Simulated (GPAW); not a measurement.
**GPAW run on TlCl (Pm-3m, 2 atoms in the cell): self-consistent single point**

Method of the run: PBE, GPAW PAW datasets PBE (gpaw-data 1.0.1) (plane waves; GPAW).

Input as run:

```python
from ase import Atoms
from ase.units import GPa
from gpaw import GPAW, PW, FermiDirac

atoms = Atoms(['Tl', 'Cl'],
              cell=[[3.840000, 0.000000, 0.000000],
                    [0.000000, 3.840000, 0.000000],
                    [0.000000, 0.000000, 3.840000]],
              scaled_positions=[[0.000000, 0.000000, 0.000000],
                                [0.500000, 0.500000, 0.500000]],
              pbc=True)

calc = GPAW(mode=PW(550),
            xc='PBE',
            kpts=(7, 7, 7),
            occupations=FermiDirac(0.02),
            nbands=-4,
            convergence={'bands': -2},
            symmetry={'symmorphic': False, 'tolerance': 0.0005},
            maxiter=150)

atoms.calc = calc

energy = atoms.get_potential_energy()
print('Energy (eV):', round(energy, 6))
forces = atoms.get_forces()
print('Forces (eV/Ang):')
print(forces.round(5))
stress = atoms.get_stress()
print('Stress (GPa, Voigt):', (stress / GPa).round(4))
```

Output, abridged:

```
Input parameters:
  convergence: {bands: -2}
  kpts: [7 7 7]
  maxiter: 150
  mode: {ecut: 550.0,
         name: pw}
  nbands: -4
  occupations: {fixmagmom: False,
                name: fermi-dirac,
                width: 0.02}
  symmetry: {symmorphic: False,
             tolerance: 0.0005}
  xc: PBE

species:
  Tl:
    name: Thallium
    Z: 81.0
    valence: 13
    core: 68
    charge: 0.0
    file: Tl.PBE.gz

    # Using partial waves for Tl as LCAO basis

  Cl:
    name: Chlorine
    Z: 17.0
    valence: 7
    core: 10
    charge: 0.0
    file: Cl.PBE.gz

    # Using partial waves for Cl as LCAO basis

Reference energy: -562599.929667  # eV

Spin-paired calculation

Convergence criteria:
 Maximum [total energy] change in last 3 cyles: 0.0005 eV / valence electron
 Maximum integral of absolute [dens]ity change: 0.0001 electrons / valence electron
 Maximum integral of absolute [eigenst]ate change: 4e-08 eV^2 / valence electron
 Maximum number of scf [iter]ations: 150

Symmetries present (total): 48
Symmetries with fractional translations: 0
343 k-points: 7 x 7 x 7 Monkhorst-Pack grid
20 k-points in the irreducible part of the Brillouin zone
       k-points in crystal coordinates                weights
   0:     0.00000000    0.00000000    0.00000000          1/343
   1:     0.14285714    0.00000000    0.00000000          6/343
   2:     0.14285714    0.14285714    0.00000000         12/343
   [... 7 lines left out ...]
          ...
  19:     0.42857143    0.42857143    0.42857143          8/343

Wave functions: Plane wave expansion
  Cutoff energy: 550.000 eV
  Number of coefficients (min, max): 1642, 1677
  Pulay-stress correction: 0.000000 eV/Ang^3 (de/decut=0.000000)

Occupation numbers: Fermi-Dirac:
  width: 0.0200  # eV

Eigensolver

Densities:
  Coarse grid: 21*21*21 grid
  Fine grid: 42*42*42 grid
  Total Charge: 0.000000

Density mixing:
  Method: separate
  Backend: pulay
  Linear mixing parameter: 0.05
  old densities: 5
  Damping of long wavelength oscillations: 50

Hamiltonian:
  XC and Coulomb potentials evaluated on a 42*42*42 grid
  External potential:
    NoExternalPotential

XC parameters: PBE with 2 nearest neighbor stencil

Number of atoms: 2
Number of atomic orbitals: 13
Number of bands in calculation: 14
Number of valence electrons: 20
Bands to converge: 12

Density initialized from atomic densities
  13 bands from LCAO basis set
  1 band from random numbers

Atomic positions and initial magnetic moments

Positions:
   0 Tl     0.000000    0.000000    0.000000    ( 0.0000,  0.0000,  0.0000)
   1 Cl     1.920000    1.920000    1.920000    ( 0.0000,  0.0000,  0.0000)

Unit cell:
           periodic     x           y           z      points  spacing
  1. axis:    yes    3.840000    0.000000    0.000000    21     0.1829
  2. axis:    yes    0.000000    3.840000    0.000000    21     0.1829
  3. axis:    yes    0.000000    0.000000    3.840000    21     0.1829

  Lengths:   3.840000   3.840000   3.840000
  Angles:   90.000000  90.000000  90.000000

Effective grid spacing dv^(1/3) = 0.1829

     iter     time        total  log10-change:
                         energy   eigst   dens
iter:   1 --:--:--    -6.588272   -0.02
iter:   2 --:--:--    -6.512743   -0.95  -1.31
iter:   3 --:--:--    -6.252815   -1.53  -1.35
iter:   4 --:--:--    -6.237560   -2.03  -1.64
iter:   5 --:--:--    -6.233021   -3.18  -1.79
iter:   6 --:--:--    -6.232141c  -3.55  -2.42
iter:   7 --:--:--    -6.232377c  -4.33  -2.69
iter:   8 --:--:--    -6.232330c  -4.35  -2.58
iter:   9 --:--:--    -6.232327c  -5.39  -3.57
iter:  10 --:--:--    -6.232324c  -6.48  -4.05c
iter:  11 --:--:--    -6.232323c  -6.54  -4.01c
iter:  12 --:--:--    -6.232323c  -7.67c -4.28c

Converged after 12 iterations.

Dipole moment: (-0.000000, -0.000000, -0.000000) |e|*Ang

Energy contributions relative to reference atoms: (reference = -562599.929667)

Kinetic:        +12.476850
Potential:      -12.924032
External:        +0.000000
XC:              -5.839719
Entropy (-ST):   -0.000000
Local:           +0.054577
SIC:             +0.000000
--------------------------
Free energy:     -6.232323
Extrapolated:    -6.232323

Showing only first 2 kpts
 Kpt  Band  Eigenvalues  Occupancy
  0     8      1.71039    2.00000
  0     9      1.71039    2.00000
  0    10     10.97724    0.00000
  0    11     10.97724    0.00000

  1     8      1.78628    2.00000
  1     9      1.87924    2.00000
  1    10      9.17844    0.00000
  1    11     10.74141    0.00000

Fermi level: 4.07754

Gap: 2.500 eV
Transition (v -> c):
  (s=0, k=10, n=9, [0.43, 0.00, 0.00]) -> (s=0, k=10, n=10, [0.43, 0.00, 0.00])
No difference between direct/indirect transitions
Energy (eV): -6.232323

Forces in eV/Ang:
  0 Tl   -0.00000   -0.00000   -0.00000
  1 Cl    0.00000    0.00000    0.00000

Stress tensor:
    -0.005775     0.000000     0.000000
     0.000000    -0.005775     0.000000
     0.000000     0.000000    -0.005775
Stress (GPa, Voigt): [-0.9253 -0.9253 -0.9253  0.      0.      0.    ]
```

The run converged in 12 iterations. GPAW prints stress with tension positive.

The starting cell has typed, rounded lattice constants, without a prior relaxation at this level. Spin-orbit coupling is off. Another mesh or the band path of this cell gives a smaller gap, so this value is not converged in the mesh.
